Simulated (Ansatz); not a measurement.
CsCl-type CoGa, treated with r²SCAN (plane waves, PAW; Ansatz, a quantum-chemistry and plane-wave program).

Settings: plane-wave cutoff 560 eV, 20×20×20 k mesh, Fermi–Dirac smearing 0.05 eV, no spin polarisation, scalar-relativistic PAW data made under PBE.

Computed at the level's own relaxed cell.

Give the computed equilibrium volume per atom, bulk modulus B0, lattice parameter a and pressure derivative B′ of the bulk modulus.


equilibrium volume per atom: 11.50 Å³/atom
bulk modulus B0: 202 GPa
lattice parameter a: 2.844 Å
pressure derivative B′ of the bulk modulus: 4.6

The run finds no gap.

Measured, for comparison: lattice constant a 2.878 Å (temperature not stated, copied from a table, unchecked, no zero-point or thermal correction; as tabulated in Monatshefte fuer Chemie und verwandte Teile anderer Wissenschaften 123, 509 (1992)). Computed (rounded) less measured: lattice constant a not scored (unchecked). A static lattice is as a rule a little smaller and stiffer than an uncorrected measurement, which narrows the difference in the lattice constant a and would widen misses of the other sign.

It cost very roughly 2.4 core-minutes of CPU time.
